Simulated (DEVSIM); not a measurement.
Structure: abrupt GaAs n-p junction, at 350 K.

Layer 1 from the left is GaAs, thickness (μm) 0.180, Nd (cm⁻³) 2.2e16, τn (s) 4.5e-9, τp (s) 4.5e-9. Layer 2 from the left is GaAs, thickness (μm) 79.0, Na (cm⁻³) 1.7e14, τn (s) 4.5e-9, τp (s) 4.5e-9.

Left contact: ohmic. Right contact: ohmic. Voltage is applied to the left contact. Recombination: SRH at mid-gap, radiative. Mobility is constant in doping.

The device is made up for the run: typed textbook-type constants, with dimensions and the other settings drawn at random. Values at 300 K; Nc and Nv go as T^1.5, mobilities as T to minus their exponent, the gap by Varshni's rule with the affinity fixed.

GaAs: gap (eV) 1.424, affinity (eV) 4.07, permittivity 12.9, Nc (cm⁻³) 4.7e17, Nv (cm⁻³) 9e18, μn (cm²/Vs) 8500, μp (cm²/Vs) 400, T exponent of μn 2.1, T exponent of μp 2.2, B (cm³/s) 2e-10, Varshni α (eV/K) 0.000541, Varshni β (K) 204.

Question: Estimate by hand the built-in potential, the peak field at zero bias, the capacitance at 1.5 V, and compare with a numerical solution.

Answer: 
- Built-in potential: ni = √(Nc Nv) exp(−Eg/2kT) = 2.12e8 cm⁻³ with Eg = 1.401 eV; Vbi = kT/q ln(Na Nd/ni²) = 0.967 V; numerical 0.967 V.
- Peak field at zero bias: depletion approximation: W = √(2εVbi/(qN)) = 2.86 μm with N = 1.69e14 cm⁻³; field = 2Vbi/W = 6760 V/cm; numerical 9870 V/cm (estimate below by 31 %).
- Capacitance at 1.5 V: C = √(qεN / 2(Vbi + |V|)) = 2.50 nF/cm²; numerical 2.51 nF/cm².

Simulated with DEVSIM: 1D drift-diffusion, Boltzmann statistics, complete ionisation; no tunnelling, impact ionisation, image-force lowering or self-heating.
